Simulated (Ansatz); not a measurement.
# Effective masses and thermopower of SiC under load (space group P6_3mc)

Data:

```
CELL_PARAMETERS angstrom
      2.96693     0.00000     0.00000
     -1.48347     2.56944     0.00000
      0.00000     0.00000     4.86378
ATOMIC_POSITIONS crystal
  Si 0.33333 0.66667 0.99960
  Si 0.66667 0.33333 0.49960
  C  0.33333 0.66667 0.37540
  C  0.66667 0.33333 0.87540
```

The numbers are results of r2SCAN with spin-orbit coupling, rigid bands (plane waves, PAW; Ansatz, a quantum-chemistry and plane-wave program), not measurements. Condition of this run: hydrostatic pressure of 30 GPa (compression positive) (the target of the relaxation). How the cell was made: cell and atoms relaxed with PBEsol, then loaded as said.

The band gap is 2.48 eV and the electron conductivity mass (300 K, dilute) comes out as 0.41 (x), 0.41 (y), 0.25 (z) mₑ. The hole conductivity mass (300 K, dilute) is 1.31 (x), 1.31 (y), 1.48 (z) mₑ, the effective density of states N_c (300 K) is 1.0e19 cm⁻³ and the effective density of states N_v (300 K) is 7.3e19 cm⁻³. The density-of-states mass, electrons is 0.54 mₑ and the density-of-states mass, holes is 2.0 mₑ. The Seebeck coefficient, n-type 1e19 cm⁻³, 300 K is -225 μV/K, the best n-type power factor at 300 K for τ = 10 fs (best axis; densities from 1e16 to 1e21 cm⁻³ tried, whether or not they can be reached) is 6.9 μW/(cm·K²) at 3e19 cm⁻³ and the Seebeck coefficient, p-type 1e19 cm⁻³, 300 K is 401 μV/K.

Rigid bands; masses and Seebeck coefficients take one relaxation time τ for all states and one kind of carrier; polarons and phonon drag are left out. Geometry: cell and atoms relaxed with PBEsol.
